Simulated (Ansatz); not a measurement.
HgS: response to strain

Take HgS (space group P3_221, No. 154; made of chains) as the base.

```
CELL_PARAMETERS angstrom
      4.14011     0.00000     0.00000
     -2.07006     3.58544     0.00000
      0.00000     0.00000     9.40861
ATOMIC_POSITIONS crystal
  Hg 0.71056 0.00000 0.66667
  Hg 0.00000 0.71056 0.33333
  Hg 0.28944 0.28944 0.00000
  S  0.49956 0.00000 0.16667
  S  0.00000 0.49956 0.83333
  S  0.50044 0.50044 0.50000
```

Cartesian axes are those of the cell as printed.

Strains are applied to the cell and any free atomic positions relax; under biaxial strain the out-of-plane vector relaxes too.

Levels (all Ansatz, a quantum-chemistry and plane-wave program, PAW, earlier PAW set): PBEsol (420 eV, no spin-orbit coupling); HSE06 (420 eV, no spin-orbit coupling); PBEsol+SOC (420 eV, noncollinear with spin-orbit coupling).

Band gaps by level, all at the geometries relaxed with PBEsol:

| case | PBEsol | HSE06 | PBEsol+SOC |
|---|---|---|---|
| base | 1.23 eV | 2.11 eV | – |
| biaxial strain +0.80 %, plane normal [001], relaxed out of plane | 1.29 eV | 2.18 eV | – |
| biaxial strain +4.78 %, plane normal [001], relaxed out of plane | 1.58 eV | 2.53 eV | 1.56 eV |
| isotropic strain +4.10 % | 1.68 eV | 2.68 eV | 1.68 eV |

Single points use the geometry relaxed with PBEsol. The hybrid gap comes from the SCF mesh plus the semilocal run's edge points and a few special points and is an upper bound. The spin-orbit shifts are approximate. Spin-orbit coupling, missing from the scalar runs, can matter with Hg. Whether these cells are dynamically stable was not tested. No dispersion term is included in the PBEsol runs.
